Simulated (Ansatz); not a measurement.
Consider the following.

End structure of the (115) surface of germanium (in the relaxation 2 Ge–Ge bonds formed), unpaired: 0 pairs of surface atoms bonded, no caps (bottom of the slab: built like the top, H on every dangling bond, free):

```
CELL_PARAMETERS angstrom
      8.14587     0.00000     0.00000
      2.03647    10.58180     0.00000
      0.00000     0.00000    28.50000
ATOMIC_POSITIONS crystal
  Ge 0.09208 0.00405 0.34311
  Ge 0.40385 0.00199 0.34298
  Ge 0.43711 0.21603 0.36785
  Ge 0.95367 0.21892 0.36776
  Ge 0.18463 0.63476 0.38190
  Ge 0.49772 0.63251 0.38175
  Ge 0.52207 0.85038 0.40535
  Ge 0.05040 0.85221 0.40541
  Ge 0.18312 0.26780 0.41691
  Ge 0.68628 0.25243 0.41326
  Ge 0.62597 0.47806 0.44298
  Ge 0.13176 0.48676 0.44476
  Ge 0.27574 0.89522 0.45786
  Ge 0.77764 0.88421 0.45084
  Ge 0.72284 0.10771 0.48221
  Ge 0.22125 0.11713 0.48407
  Ge 0.37037 0.51852 0.49296
  Ge 0.87037 0.51852 0.49296
  Ge 0.81481 0.74074 0.52213
  Ge 0.31481 0.74074 0.52213
  Ge 0.46296 0.14815 0.53186
  Ge 0.96296 0.14815 0.53186
  Ge 0.90741 0.37037 0.56103
  Ge 0.40741 0.37037 0.56103
  Ge 0.55655 0.77365 0.57032
  Ge 0.05511 0.78217 0.57088
  Ge 0.00195 0.00393 0.60283
  Ge 0.49627 0.99590 0.59811
  Ge 0.64851 0.40057 0.61031
  Ge 0.15493 0.39795 0.61311
  Ge 0.08757 0.63252 0.63976
  Ge 0.58715 0.62220 0.64011
  Ge 0.73840 0.01710 0.65120
  Ge 0.25057 0.03521 0.65174
  Ge 0.25289 0.26000 0.68568
  Ge 0.55993 0.23206 0.65904
  Ge 0.80661 0.72089 0.67631
  Ge 0.31945 0.72638 0.67574
  Ge 0.35298 0.90380 0.72561
  Ge 0.68540 0.89956 0.72690
  H  0.03554 0.96716 0.29374
  H  0.47754 0.96599 0.29340
  H  0.41451 0.30694 0.32479
  H  0.93098 0.30945 0.32462
  H  0.12917 0.59713 0.33243
  H  0.56611 0.59955 0.33133
```

Slab: 46 atoms, 12.3 Å thick at the start with caps and adatoms (thin: gaps and levels are the slab's own); k 4x3x1, smearing 0.025 eV, dipole-corrected; 8 atoms held, the rest relaxed; no symmetry held; no spin, no spin-orbit, no U. In PBE it lies 0.15 eV a 1x1 cell over the lowest computed structure of the same composition (2 pairs of surface atoms bonded, no caps).

Problem. Give the gap of the slab on its k-mesh at the level PBE in Ansatz (a first-principles code).

Solution. 0.32 eV

Problem. What is the computed highest filled level below the top vacuum level (PBE)?

Solution. 4.71 eV
